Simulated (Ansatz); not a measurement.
Output of an Ansatz run (abridged):

```
WARN the atoms were moved onto the symmetric positions of the space group found under crystal.symmetry.tolerance 1.0e-5 (fractional …
WARN ansatz: RAYON_NUM_THREADS=1 ignored (pool sized by the plan → 1); use --threads N
Pseudopotentials: kind: paw
Pseudopotential: Al, paw, valence charge 3
Pseudopotential: Ga, paw, valence charge 13
Pseudopotential: N, paw, valence charge 5
Crystal: 4 atoms, lattice volume = 43.015 Å³
Basis set: ecut = 420 eV, 833 PW (Γ)
Bands: 17, of which v1, the nominal top of the filled ones, is band 13 counted from 1 (12 counted from 0)
Symmetry: 6 space group operations
Space group: P3m1 (ITA 156), of the structure as read, at distance tolerance 3.5e-5 Å
k-points: 50 of 405 (time reversal used)
PAW frozen core: Al, regenerated for the run's functional, and the local potential with it
PAW frozen core: Ga, regenerated for the run's functional, and the local potential with it
PAW frozen core: N, regenerated for the run's functional, and the local potential with it
Initial density: superposition of atomic densities (neutral atoms: chi_scale 0, normalization atom), corrected by the library's trained network
Initial wavefunctions: pseudopotential atomic-orbital guess
Eigensolver: davidson
Functional: x = slater, c = lda
SCF iter   1: F=—  HF=-4971.912973 eV  |F-HF|=—  |Δ(HF+E_count)|=         —  Δρ=1.17e-2  dr2=6.21e-2  ethr=1.77e-3  ⟨swp⟩=4.6  Hψ=3701  notcnv=0  defer=84
all-band conjugate gradients solve this SCF's bands
preconditioner: auto → none
SCF iter   2: F=—  HF=-4971.897587 eV  |F-HF|=—  |Δ(HF+E_count)|=   1.54e-2  Δρ=6.04e-3  dr2=1.07e-2  ethr=2.39e-4  ⟨swp⟩=2.2  Hψ=1664  notcnv=0  defer=99
SCF iter   3: F=—  HF=-4971.894295 eV  |F-HF|=—  |Δ(HF+E_count)|=   3.29e-3  Δρ=1.65e-3  dr2=5.29e-4  ethr=4.12e-5  ⟨swp⟩=2.0  Hψ=1271  notcnv=0  defer=100
SCF iter   4: F=—  HF=-4971.894099 eV  |F-HF|=—  |Δ(HF+E_count)|=   1.96e-4  Δρ=5.57e-4  dr2=7.93e-5  ethr=2.03e-6  ⟨swp⟩=3.0  Hψ=1594  notcnv=0  defer=100
SCF iter   5: F=—  HF=-4971.894071 eV  |F-HF|=—  |Δ(HF+E_count)|=   2.82e-5  Δρ=1.15e-4  dr2=4.42e-6  ethr=3.05e-7  ⟨swp⟩=2.0  Hψ=1471  notcnv=0  defer=8
SCF iter   6: F=—  HF=-4971.894070 eV  |F-HF|=—  |Δ(HF+E_count)|=   8.52e-7  Δρ=3.80e-5  dr2=7.26e-7  ethr=1.70e-8  ⟨swp⟩=2.0  Hψ=1221  notcnv=0  defer=8
SCF iter   7: F=-4971.894070 eV  HF=-4971.894070 eV  |F-HF|=1.06e-8  |Δ(HF+E_count)|=   1.76e-7  Δρ=1.10e-5  dr2=3.20e-8  ethr=3.85e-10  ⟨swp⟩=5.0  Hψ=4757  notcnv=0
SCF 1 converged in 7 iterations: F = -4971.894070 eV  dr2 = 3.20e-8
SCF converged after 7 iterations
Free energy (F): -4971.894070 eV
Harris-Foulkes:  -4971.894070 eV  (|F-HF|=1.06e-8)
Internal energy: -4971.894070 eV  (E = F + TS)
E sigma→0 (E₀):  -4971.894070 eV
Fermi energy:    8.507505 eV
--- Per-component energies (eV) ---
  E_band       = -1.737677
  E_kinetic    = 406.723486
  E_local      = -2551.504524  (includes V_loc(G=0)·N_el)
  E_nonlocal   = 535.200193
  E_hartree    = 1157.809474
  E_xc         = -228.760501
  E_vxc        = -242.220845  (∫ρ·V_xc dr)
  E_paw        = -2597.046823  (= ΣΔE_a)
  E_vpaw       = -465.557872  (= ΣTr[D̂ρ^β])
  E_aug_tail   = 0.000100  (compensation charges beyond the density's cutoff)
  E_ewald      = -1696.259760
  E_core_change = 1.944285  (= ΣΔE_core)
  E_smearing   = -0.000000  (= −TS)
  E_closure    = -0.000000  (closes the sum)
  Σ components = -4971.894070   (vs F -4971.894070, Δ=0.00e0)
--- Forces (eV/Å), atoms counted from 1 ---
  atom   1  Al     0.00000000     0.00000000    -0.95694719
  atom   2  Ga    -0.00000000    -0.00000000     0.41413895
  atom   3  N      0.00000000     0.00000000     0.40188368
  atom   4  N      0.00000000     0.00000000     0.14094214
  max |Σ_I F_I| component: 1.76e-5 eV/Å
--- Stress (GPa, compression-positive) ---
       -1.183141      -0.000000       0.000000
       -0.000000      -1.183141      -0.000000
        0.000000      -0.000000      -3.901511
  P = ⅓ Tr σ = -2.0893 GPa (-20.893 kbar)
  The stress holds the Pulay correction. Without it, at fixed plane waves, as pw.x and ABINIT print it: P = -2.7488 GPa
--- Band table (eV; the first three rows and the last of 50) ---
  k-point 0: bands = ["-7.2125", "-5.9738", "-4.8287", "-4.8287", "-4.5537", "-4.5537", "-3.6587", "1.7026", "7.1235", "7.1235", "8.3818", "8.5075", "8.5075", "11.4421", "13.9245", "18.1472", "18.8801"]
  k-point 1: bands = ["-7.0784", "-6.0356", "-4.8287", "-4.8287", "-4.5542", "-4.5542", "-3.9546", "2.3264", "7.1713", "7.1713", "7.4745", "8.4540", "8.4540", "12.1766", "14.0173", "17.8997", "18.8570"]
  k-point 2: bands = ["-6.7404", "-6.2528", "-4.8288", "-4.8288", "-4.5550", "-4.5550", "-4.3794", "3.7217", "5.8528", "7.2594", "7.2594", "8.3580", "8.3580", "13.2359", "14.1093", "17.4863", "18.1283"]
  k-point 49: bands = ["-6.0445", "-5.3352", "-4.7350", "-4.6370", "-4.5745", "-3.8627", "-2.6436", "2.3420", "3.3201", "3.8175", "4.6475", "7.0751", "7.0959", "14.9946", "15.2243", "15.5425", "16.1955"]
```

The structure:

```
CELL_PARAMETERS angstrom
      3.12955     0.00000     0.00000
     -1.56478     2.71027     0.00000
      0.00000     0.00000     5.07141
ATOMIC_POSITIONS crystal
  Al 0.00000 0.00000 0.00912
  Ga 0.66667 0.33333 0.49717
  N  0.66667 0.33333 0.11180
  N  0.00000 0.00000 0.62816
```

Question: Reconstruct the input of this run.

Answer: Other spellings and defaults could give the same log, and not every line can be read from it. The input that was run (DFT, LDA (PW92), plane waves, default PAW files made with PBE):

Ansatz 0.2 input:
```yaml
crystal:
  lattice:
    - [3.129554, 0.000000, 0.000000]
    - [-1.564777, 2.710273, 0.000000]
    - [0.000000, 0.000000, 5.071406]
  atoms:
    - { symbol: Al, position: [0.000000, 0.000000, 1.009119] }
    - { symbol: Ga, position: [0.666667, 0.333333, 0.497170] }
    - { symbol: N, position: [0.666667, 0.333333, 0.111800] }
    - { symbol: N, position: [0.000000, 0.000000, 0.628160] }
basis:
  ecutwfc: 420.0 eV
kpoints:
  mp_grid:
    grid: [9, 9, 5]
hamiltonian:
  xc: lda
  pseudopotentials:
    kind: paw
scf:
  occupations:
    method: fixed
output:
  forces: true
  eigenvalues: true
  stress: true
```

The starting cell comes from a database of computed structures (which also holds hypothetical and non-ambient phases and stackings), without a prior relaxation at this level. Its lattice was rescaled by up to half a per cent. One atom was moved a little off its site on purpose. Ansatz's pressure includes its estimate of the finite-basis (Pulay) stress. Without the estimate this run gives -2.75 GPa.

Ansatz is a quantum-chemistry and plane-wave program.
